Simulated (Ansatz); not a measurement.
Pressure series in MoSi2

Base system: MoSi$_{2}$ (space group I4/mmm, No. 139).

```yaml
crystal:
  lattice:
    - [-1.59511, 1.59511, 3.91030]
    - [1.59511, -1.59511, 3.91030]
    - [1.59511, 1.59511, -3.91030]
  atoms:
    - { symbol: Mo, position: [0.00000, 0.00000, 0.00000] }
    - { symbol: Si, position: [0.33509, 0.33509, 0.00000] }
    - { symbol: Si, position: [0.66491, 0.66491, 0.00000] }
```

Cell and atoms are relaxed at each pressure.

Level of theory: PBEsol (Ansatz, a quantum-chemistry and plane-wave program; PAW; 420 eV plane waves; no spin-orbit coupling).

Notes on the quantities. enthalpy: H = E + PV relative to the base's energy.

```json
[
 {"case": "base", "enthalpy": "–", "shortest interatomic distance": "2.579 Å"},
 {"case": "pressure −2 GPa", "enthalpy": "-0.17 eV/atom", "shortest interatomic distance": "2.585 Å"},
 {"case": "pressure −1 GPa", "enthalpy": "-0.08 eV/atom", "shortest interatomic distance": "2.582 Å"},
 {"case": "pressure 0.3 GPa", "enthalpy": "+0.02 eV/atom", "shortest interatomic distance": "2.579 Å"},
 {"case": "pressure 0.7 GPa", "enthalpy": "+0.06 eV/atom", "shortest interatomic distance": "2.578 Å"},
 {"case": "pressure 1.5 GPa", "enthalpy": "+0.12 eV/atom", "shortest interatomic distance": "2.576 Å"},
 {"case": "pressure 3 GPa", "enthalpy": "+0.25 eV/atom", "shortest interatomic distance": "2.572 Å"},
 {"case": "pressure 5 GPa", "enthalpy": "+0.41 eV/atom", "shortest interatomic distance": "2.568 Å"},
 {"case": "pressure 7.5 GPa", "enthalpy": "+0.61 eV/atom", "shortest interatomic distance": "___"},
 {"case": "pressure 10 GPa", "enthalpy": "+0.81 eV/atom", "shortest interatomic distance": "2.557 Å"}
]
```

Problem. Complete the table.

Solution. 
- pressure 7.5 GPa, shortest interatomic distance: 2.563 Å

Load acts through the strain it causes; cell and atoms are relaxed under it. Whether these cells are dynamically stable was not tested. No other phases were tried under pressure. All final runs are without spin polarisation.
